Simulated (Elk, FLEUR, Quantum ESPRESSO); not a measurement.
# DyRu₃ (Pm-3m, 4 atoms in the cell) computed with different codes at matched settings

Self-consistent single point, at a second geometry (lattice scaled by 0.98). First geometry:

```
DyRu3
1.0
    4.04730     0.00000     0.00000
    0.00000     4.04730     0.00000
    0.00000     0.00000     4.04730
Dy Ru
1 3
Cartesian
  0.00000   0.00000   0.00000
  0.00000   2.02365   2.02365
  2.02365   0.00000   2.02365
  2.02365   2.02365   0.00000
```
Moments meant for the start (each program seeds them in its own way; μB, in the order of the atoms Dy Ru Ru Ru): 5.0 0.0 0.0 0.0.

Shared settings, as Quantum ESPRESSO writes them: occupations = smearing; smearing = gauss; degauss = 0.0073499 Ry; nspin = 2; K_POINTS = automatic 7 7 7 0 0 0. Potentials and cutoffs stand in the table.

```json
[
 {"code": "Elk", "model": "PBEsol, all-electron FP-LAPW, Elk's shipped species files, default APW+lo basis", "size of the net moment (μB/atom)": "1.45", "cutoff": "rgkmax 7"},
 {"code": "FLEUR", "model": "PBEsol, all-electron FLAPW (FLEUR), scalar-relativistic valence", "size of the net moment (μB/atom)": "1.47", "cutoff": "Kmax 4 1/bohr"},
 {"code": "Quantum ESPRESSO", "model": "PBEsol, SSSP 1.1.2 efficiency (PBE) pseudopotentials", "size of the net moment (μB/atom)": "1.48", "cutoff": "60 Ry"}
]
```

On Elk's run: spin-orbit coupling is off. With one magnetic atom in the cell only a parallel order is possible. With U or open f shells several self-consistent states can exist. The f electrons are in the valence without U or exact exchange, which can misplace them near the Fermi level. Spin-orbit terms, which matter for f shells, are left out.

The spread over the programs that give each value: size of the net moment within 0.03 μB/atom.

Elk and FLEUR treat all electrons, but the usual bases taken here (sphere radii, linearisation, local orbitals, empty states) were not tested for convergence, so the values are no reference for the others.

The starting cell comes from a database of computed structures (which also holds hypothetical and non-ambient phases and stackings), without a prior relaxation at this level. For this run, on top of that: lattice scaled by 0.98.

Left out of this page: Ansatz (with a known weakness of the program).
